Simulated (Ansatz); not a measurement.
Input:

```
CELL_PARAMETERS angstrom
      4.38037     0.00000     0.00000
      0.00000     4.38037     0.00000
      2.19019    -2.19019     3.14578
ATOMIC_POSITIONS crystal
  Sn 0.00000 0.00000 0.00000
  Te 0.50000 0.50000 0.00000
```

No spin polarisation.

Method: plane-wave PAW DFT at the PBEsol level (Ansatz, a program for electronic structure, 420 eV), no spin-orbit coupling. k-mesh 13×13×13 (Γ-centred); smearing 0.05 eV (Fermi–Dirac).

**Question.** Predict the space group.

**Answer.** I4/mmm (No. 139).

**Question.** Predict the mean in-plane stress (compression positive).

**Answer.** +2.3 GPa.

The cells carry an imposed strain or load. Stability against distortions was not tested. The cell was made from SnTe in the rock salt structure (space group Fm-3m, No. 225) by this change: biaxial strain −1.50 %, plane normal [001], relaxed out of plane.
